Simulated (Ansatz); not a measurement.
Candidates (primitive cells; geometry: cell and atoms relaxed with PBEsol):
A. ZnSe (F-43m), a = b = c = 3.983 Å, α = β = γ = 60.00°
B. GaP (F-43m), a = 3.8459 Å, b = 3.8459 Å, c = 3.8459 Å, α = 60.00°, β = 60.00°, γ = 60.00°
C. ZnS (F-43m), a = b = c = 3.7877 Å, α = β = γ = 60.00°
D. InP (F-43m), a = b = c = 4.1569 Å, α = β = γ = 60.00°

Put the candidates in order of electron conductivity mass, lowest first, for PBEsol with spin-orbit coupling, rigid bands (Ansatz, a quantum-chemistry and plane-wave program).

D (0.056 mₑ), A (0.100 mₑ), C (0.179 mₑ), B (0.35 mₑ)

Masses are for dilute carriers at 300 K, harmonic means over directions unless an axis is named.
